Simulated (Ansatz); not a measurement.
The starting structures come from a database of crystals and need not be the phases stable at ambient conditions.

 Where the default PAW files enter, the runs use the earlier of Ansatz's two default sets.

Inside the gap of an insulator the Bloch states are evanescent, with a wavenumber k + iκ along the transport direction.

```
CELL_PARAMETERS angstrom
      6.04986     0.00000     0.00000
      0.00000     6.04986     0.00000
      3.02493    -3.02493     4.27790
ATOMIC_POSITIONS crystal
  Mg 0.75000 0.75000 0.50000
  Mg 0.00000 0.00000 0.00000
  Rh 0.37500 0.37500 0.25000
  Rh 0.37500 0.37500 0.75000
  Rh 0.37500 0.87500 0.25000
  Rh 0.87500 0.37500 0.75000
  O  0.61496 0.61496 0.22992
  O  0.13504 0.59488 0.72992
  O  0.15512 0.61496 0.22992
  O  0.13504 0.13504 0.72992
  O  0.61496 0.61496 0.77008
  O  0.59488 0.13504 0.27008
  O  0.61496 0.15512 0.77008
  O  0.13504 0.13504 0.27008
```

Space group of this cell: Fd-3m, spinel. The cell is taken as given; by PBEsol its mean pressure is -3.0 GPa.

Transport runs along the normal of the first two printed cell vectors, the (001) plane of the conventional cell.

The gap is the functional's own. No spin-orbit coupling. Mid-gap values are interpolated on the energy grid.

Problem. Compute, with PBEsol in Ansatz (a first-principles code), the band gap and the smallest decay constant κ at mid-gap.

Solution. Gap 1.02 eV on a 8×8×8 mesh; κ = 0.210 1/Å, at the zone centre.
